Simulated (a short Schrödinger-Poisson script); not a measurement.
## Symmetric double-gate stack, Si3N4 on p-type GaN

System: symmetric double-gate stack, Si3N4 on p-type GaN, at 300 K.

```csv
layer,material,thickness (nm),Na (cm⁻³)
1,Si3N4,3.4,-
2,GaN,8,4e17
3,Si3N4,3.4,-
```

The device is made up for the run: typed textbook-type constants, with dimensions and the other settings drawn at random. Si3N4: permittivity 7.5, conduction-band edge (eV) 2, gap (eV) 5.1, electron mass (mₑ) 0.5. GaN: permittivity 9.5, conduction-band edge (eV) 0, gap (eV) 3.43, Nv at 300 K (cm⁻³) 4.6e19.

Channel valleys (confinement mass, in-plane density-of-states mass, number): Γ 0.2, 0.2, 1. At the gates, both at one voltage, the conduction-band edge of layer 1 lies 2.24 eV − eVg above the Fermi level of the channel. Gaps are held at their typed values at every temperature. Mesh 0.03 nm at interfaces.

From a short Schrödinger-Poisson script (our own, NumPy): 1D Poisson equation in equilibrium, electrons quantum, Hartree (BenDaniel-Duke, 12 states a valley, the channel's in-plane mass for all, wave functions ending at the dielectric), parabolic valleys, classical holes, full ionisation, no traps, pinning or gate leakage.

| Vg (V) | electrons (cm⁻²) | C (μF/cm²) | Γ E0 (meV) | Γ E1 (meV) |
|---|---|---|---|---|
| -0.05 | 4.72e6 | < 0.003 | 337.8 | 425.0 |
| 0.05 | 2.26e8 | < 0.003 | 237.8 | 325.0 |
| 0.15 | 1.05e10 | 0.0646 | 138.5 | 225.6 |
| 0.25 | 2.60e11 | 0.961 | 54.2 | 140.2 |
| 0.35 | 1.16e12 | 1.78 | 10.6 | 92.5 |
| 0.45 | 2.37e12 | 2.07 | -14.5 | 62.4 |
| 0.55 | 3.72e12 | 2.23 | -32.9 | 38.9 |
| 0.65 | 5.14e12 | 2.34 | -47.7 | 19.4 |
| 0.75 | 6.63e12 | 2.43 | -60.3 | 2.6 |
| 0.85 | 8.17e12 | 2.50 | -71.2 | -12.4 |
| 0.95 | 9.74e12 | 2.55 | -81.2 | -26.0 |

Subbands count from the Fermi level. The capacitance is that of both gates.

In real p-type GaN the Mg acceptor is only partly ionised, and so wide a gap doesn't supply an inversion layer without source and drain.
